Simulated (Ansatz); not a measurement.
CaS: energy against strain

CaS (rock salt, Fm-3m, 22.345 Å³/atom at rest) under an equal strain ε in the (001) plane with the normal axis free, as in a coherent film. PBEsol in Ansatz, a plane-wave DFT program (PAW, default set), 420 eV, 10×10×10 Γ-centred mesh, Fermi-Dirac smearing 0.05 eV; ions are relaxed within the symmetry of each cell.

Here s stands for strain and y for E less E0.

```
strain (%)  E less E0 (meV/atom)
----------  --------------------
-1.50                       5.11
-1.00                       2.22
-0.50                       0.54
0.00                        0.00
0.50                        0.53
1.00                        2.08
1.50                        4.57
3.00                           ?
```

The 7 complete rows are fitted with a parabola, y against s. Least squares gives y = -0.002 - 0.1364·s + 2.1519·s². Residuals (row less fit): 0.066, -0.066, -0.064, 0.002, 0.062, 0.067, -0.065; standard error 0.080 (degrees of freedom: 4). Twice the quadratic coefficient over the volume, 2 × 2.1519 meV × 10⁴ × 0.1602 / 22.345 Å³, is twice the biaxial elastic modulus of this plane = 309 ± 5 GPa.

Predict the withheld y at s = 3.00 from the fit, and compare with the calculation.

y = -0.002 - 0.1364 × 3.0 + 2.1519 × 3.0² = 18.956 meV/atom. The calculation gives 17.24 meV/atom, 1.716 meV/atom below the prediction (10.0 % of the range of y in the table). The row lies outside the fitted rows, so this is an extrapolation. From the scatter of the fitted rows alone, a prediction at this place has a standard error of 0.304 meV/atom, so the miss is 5.6 times that.

One order more, fitted to all 13 runs of the series, follows each within 0.02, so the miss is the next term of a smooth law. Rows are the converged runs of the series near zero and its far end; series whose fitted rows scatter by over a few per cent of the range, as at a crossing or softening among them, aren't shown in this form. Most that stay on the fit to the last digits aren't either.
